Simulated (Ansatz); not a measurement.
**AlPt3 (space group P4/mbm, No. 127; a cell from a computed database, its experimental status unchecked)**

AlPt3 is taken in the tetragonal space group P4/mbm (No. 127), Pearson symbol tP16. Conventional cell: a = b = 5.448 Å, c = 7.848 Å, α = β = γ = 90.00°. Al on 4f is surrounded by 10 Pt at 2.546–2.762 Å and 2 Pt at 3.119 Å. Pt1 on 4g has 2 Al at 2.610 Å and 2 Al at 2.762 Å and 8 Pt at 2.728–2.771 Å (cuboctahedral). Pt2 on 4e is coordinated by 4 Al at 2.727 Å and 8 Pt at 2.763–2.771 Å. Pt3 on 4h has 2 Al at 2.546 Å and 2 Al at 3.119 Å and 8 Pt at 2.763–2.789 Å and 1 Pt at 3.009 Å. (Neighbours: up to the widest gap in distance over summed covalent radii, below 1.35, at either atom.)

All numbers come from plane-wave PAW DFT at the PBEsol level (Ansatz, an electronic-structure program, 420 eV), no spin-orbit coupling. Γ-centred 7×7×5 mesh, Fermi–Dirac width 0.05 eV.

* **Volume per atom**: 14.56 Å³
* **Density**: 17.46 g/cm³
* **Band gap**: zero
* **Total energy**: -9419.713 eV/atom (σ→0; compares only within this code and set-up)

Whether these cells are dynamically stable was not tested. All final runs are without spin polarisation.
